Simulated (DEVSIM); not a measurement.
System: abrupt Si n-p junction, at 250 K.

Layer 1 from the left is Si, thickness (μm) 89.0, Nd (cm⁻³) 3.1e15, τn (s) 5.3e-5, τp (s) 5.3e-5. Layer 2 from the left is Si, thickness (μm) 13.0, Na (cm⁻³) 2.8e17, τn (s) 5.3e-5, τp (s) 5.3e-5.

Left contact: ohmic. Right contact: ohmic. Voltage is applied to the left contact. Recombination: SRH at mid-gap, radiative. Mobility is μmin + (μ − μmin)/(1 + (N/Nref)^α).

Constants are typed, rounded textbook-type inputs, not results; the design itself was drawn at random and stands for no fabricated device. Values at 300 K; Nc and Nv go as T^1.5, mobilities as T to minus their exponent, the gap by Varshni's rule with the affinity fixed.

Si: gap (eV) 1.124, affinity (eV) 4.05, permittivity 11.7, Nc (cm⁻³) 2.86e19, Nv (cm⁻³) 3.1e19, μn (cm²/Vs) 1417, μp (cm²/Vs) 470, μn,min 52, μp,min 45, Nref,n 9.7e16, Nref,p 2.2e17, αn 0.68, αp 0.72, T exponent of μn 2.3, T exponent of μp 2.2, B (cm³/s) 4.7e-15, Varshni α (eV/K) 0.000473, Varshni β (K) 636.

Estimate by hand the built-in potential, the peak field at zero bias, the capacitance at 6 V, and compare with a numerical solution.


- Built-in potential: ni = √(Nc Nv) exp(−Eg/2kT) = 8.01e7 cm⁻³ with Eg = 1.136 eV; Vbi = kT/q ln(Na Nd/ni²) = 0.850 V; numerical 0.850 V.
- Peak field at zero bias: depletion approximation: W = √(2εVbi/(qN)) = 0.599 μm with N = 3.07e15 cm⁻³; field = 2Vbi/W = 28400 V/cm; numerical 35000 V/cm (estimate below by 19 %).
- Capacitance at 6 V: C = √(qεN / 2(Vbi + |V|)) = 6.09 nF/cm²; numerical 6.11 nF/cm².

Model (solved in DEVSIM): 1D drift-diffusion, Boltzmann statistics, complete ionisation; no tunnelling, impact ionisation, image-force lowering or self-heating.
